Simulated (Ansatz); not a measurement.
# MgS, pressure series

Base system: MgS in the rock salt structure (space group Fm-3m, No. 225).

```xyz
2
Lattice="0.0000 2.6148 2.6148 2.6148 0.0000 2.6148 2.6148 2.6148 0.0000" Properties=species:S:1:pos:R:3 pbc="T T T"
Mg     0.0000     0.0000     0.0000
S      2.6148     2.6148     2.6148
```

Cell and atoms are relaxed at each pressure.

All numbers come from PBE in Ansatz (plane waves to 420 eV, PAW, spin-orbit coupling left out).

Two rows of this table had their results exchanged by mistake.

```
pressure           volume per atom (Å³)  shortest distance (Å)  band gap
-----------------  --------------------  ---------------------  --------
pressure −2 GPa                   15.39                  2.488   3.06 eV
pressure −1 GPa                   18.13                  2.627   2.73 eV
pressure 0.9 GPa                  17.67                  2.605   2.78 eV
pressure 2.1 GPa                  17.40                  2.592   2.81 eV
pressure 4.5 GPa                  16.93                  2.568   2.87 eV
pressure 9 GPa                    16.19                  2.530   2.96 eV
pressure 15 GPa                   18.40                  2.640   2.70 eV
pressure 22.5 GPa                 14.61                  2.445   3.16 eV
pressure 30 GPa                   13.98                  2.409   3.24 eV
```

Which two?

The rows for pressure −2 GPa and pressure 15 GPa: the volume has to fall steadily with pressure, so 18.40 Å³ belongs to pressure −2 GPa and 15.39 Å³ to pressure 15 GPa.

Load acts through the strain it causes; cell and atoms are relaxed under it. No phonon test of stability was made. No other phases were tried under pressure.

Ansatz is a first-principles code.
